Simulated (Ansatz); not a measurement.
Take ZnSe in the zinc blende structure (space group F-43m, No. 216; a = 5.666 Å) as the base. Axes: x, y, z lie along the cube axes.

It is then changed as follows: tensor shear ε_yz = −0.23 % (engineering shear γ = -0.0046); the atoms relax in the strained cell.

Levels (all Ansatz, an electronic-structure program, PAW, earlier PAW set): r2SCAN (500 eV, without spin-orbit coupling); HSE06+SOC (420 eV, noncollinear with spin-orbit coupling).

The geometry is relaxed with r2SCAN.

- r2SCAN band gap = 1.85 eV
- r2SCAN valence-band top at Γ = 0.00, -0.01, -0.03 eV

Problem. What does HSE06+SOC give at this geometry for the band gap and valence-band top at Γ?

Solution. The band gap grows by 0.416 eV (1.85 eV → 2.26 eV); the valence-band top at Γ (three highest Kramers pairs, from the VBM) becomes 0.00, -0.02, -0.44 eV (r2SCAN: 0.00, -0.01, -0.03 eV).

Single points use the geometry relaxed with r2SCAN. The spin-orbit shifts are approximate. No phonon test of stability was made.
